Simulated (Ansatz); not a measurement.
## HfN: pressure series

Start from HfN in the rock salt structure (space group Fm-3m, No. 225).

```yaml
crystal:
  lattice:
    - [0.00000, 2.25079, 2.25079]
    - [2.25079, 0.00000, 2.25079]
    - [2.25079, 2.25079, 0.00000]
  atoms:
    - { symbol: Hf, position: [0.00000, 0.00000, 0.00000] }
    - { symbol: N, position: [0.50000, 0.50000, 0.50000] }
```

Cell and atoms are relaxed at each pressure.

All numbers come from PBEsol (Ansatz, an electronic-structure program, PAW, no SOC).

| P (GPa) | V (Å³/atom) |
|---|---|
| -1.99 | 11.484 |
| -0.99 | 11.443 |
| 0.89 | 11.368 |
| 2.10 | 11.320 |
| 4.50 | 11.229 |
| 9.00 | 11.069 |
| 15.00 | 10.871 |
| 22.50 | 10.648 |
| 30.00 | 10.446 |

Problem. Fit a third-order Birch–Murnaghan equation of state.

Solution. Least squares on P(V) = (3B₀/2)[(V₀/V)^(7/3) − (V₀/V)^(5/3)]·[1 + (3/4)(B₀′ − 4)((V₀/V)^(2/3) − 1)] gives V₀ = 11.40 Å³/atom, B₀ = 284 GPa and B₀′ = 4.2.

Load acts through the strain it causes; cell and atoms are relaxed under it. Stability against distortions was not tested. Competing high-pressure phases were not computed. The final runs are not spin-polarised. An odd electron count without spin: HfN.
